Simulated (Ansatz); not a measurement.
System: AsP (model structure, started from the NiAs type, P6₃/mmc, No. 194, 4 atoms in the cell). Method: PBEsol in Ansatz (plane waves, PAW).

From the output:

```
Relaxation: its limit of steps is 80 (relax.max_steps)
Crystal: 4 atoms, lattice volume = 68.326 Å³
Basis set: ecut = 520 eV, 1861 PW (Γ), exchange–correlation on 54×54×100 points (8 copies of the dense FFT grid, shifted against one another)
Bands: 24, of which v1, the nominal top of the filled ones, is band 20 counted from 1 (19 counted from 0)
Symmetry: 24 space group operations
Space group: P63/mmc (ITA 194), of the structure as read, at distance tolerance 4.1e-5 Å
k-points: 222 of 3240
Functional: x = pbesol(κ = 0.804, μ = 0.12345679012345678), c = pbesol(β = 0.046)
SCF iter   1: F=—  HF=-11105.179788 eV  |F-HF|=—  |Δ(HF+E_count)|=         —  Δρ=3.34e-3  dr2=1.02e-2
SCF iter   2: F=—  HF=-11105.177302 eV  |F-HF|=—  |Δ(HF+E_count)|=   2.49e-3  Δρ=1.77e-3  dr2=2.67e-3
  ...
SCF 1 converged in 7 iterations: F = -11105.176827 eV  dr2 = 8.42e-9
Crystal: 4 atoms, lattice volume = 68.326 Å³
Basis set: ecut = 520 eV, 1837 PW (Γ), exchange–correlation on 54×54×100 points (8 copies of the dense FFT grid, shifted against one another)
Initial density: handed on by an earlier stage of this run
SCF 2 converged in 4 iterations: F = -11105.177131 eV  dr2 = 1.04e-7
Crystal: 4 atoms, lattice volume = 68.326 Å³
SCF 3 converged in 3 iterations: F = -11105.177529 eV  dr2 = 2.75e-7
Crystal: 4 atoms, lattice volume = 68.326 Å³
SCF iter   5: F=—  HF=-11105.177531 eV  |F-HF|=—  |Δ(HF+E_count)|=  8.55e-10  Δρ=1.95e-7  dr2=2.41e-11
SCF iter   6: F=-11105.177531 eV  HF=-11105.177531 eV  |F-HF|=1.82e-12  |Δ(HF+E_count)|=  9.09e-12  Δρ=4.14e-8  dr2=1.04e-12
SCF 4 converged in 6 iterations: F = -11105.177531 eV  dr2 = 1.04e-12
SCF converged after 6 iterations
Free energy (F): -11105.177531 eV
Internal energy: -11105.163194 eV  (E = F + TS)
E sigma→0 (E₀):  -11105.170363 eV
Fermi energy:    11.517733 eV
--- Forces (eV/Å), atoms counted from 1 ---
  atom   1  As     0.00000000    -0.00000000     0.00000000
  atom   2  As     0.00000000     0.00000000     0.00000000
  atom   3  P     -0.00000000    -0.00000000    -0.00000000
  atom   4  P      0.00000000     0.00000000     0.00000000
--- Stress (GPa, compression-positive) ---
        1.831021       0.000000      -0.000000
       -0.000000       1.831021       0.000000
       -0.000000       0.000000       1.828537
  P = ⅓ Tr σ = 1.8302 GPa (18.302 kbar)
```

Q: Write an input file that could have produced this run (the log leaves some choices open).

A: One answer among several that fit: 
Ansatz 0.2 input:
```yaml
crystal:
  lattice:
    - [3.4903317605, -0.0000002657, 0.0]
    - [-1.7451656502, 3.022716105, 0.0]
    - [0.0, 0.0, 6.4762384689]
  atoms:
    - { symbol: As, position: [0.0, 0.0, 0.0] }
    - { symbol: As, position: [0.0, 0.0, 0.5] }
    - { symbol: P, position: [0.3333333333, 0.6666666667, 0.25] }
    - { symbol: P, position: [0.6666666667, 0.3333333333, 0.75] }
basis:
  ecutwfc: 520
  ecutrho_ratio: 4
  xc_grid: 2
kpoints:
  mp_grid: { grid: [18, 18, 10] }
hamiltonian:
  xc: pbesol
  dispersion: none
  pseudopotentials: { kind: paw }
scf:
  occupations: { method: fermi_dirac, width: 0.05 }
output:
  forces: true
  stress: true
  eigenvalues: true
relax:
  f_tol: 0.004
  escape_saddle: false
  max_steps: 80
  cell: { stress_tol: 0.02, fix: [volume] }
```

The cell is one volume of an energy–volume scan, off the minimum.

The PAW data were made under PBE.

Note: the relaxation could raise the start's symmetry but not lower it, so the cell can be a saddle point.

A model structure was made by putting elements into a prototype or built by hand; it is no filed structure, need not be a known phase, and can be a saddle point held by its symmetry.

Ansatz is an electronic-structure program.
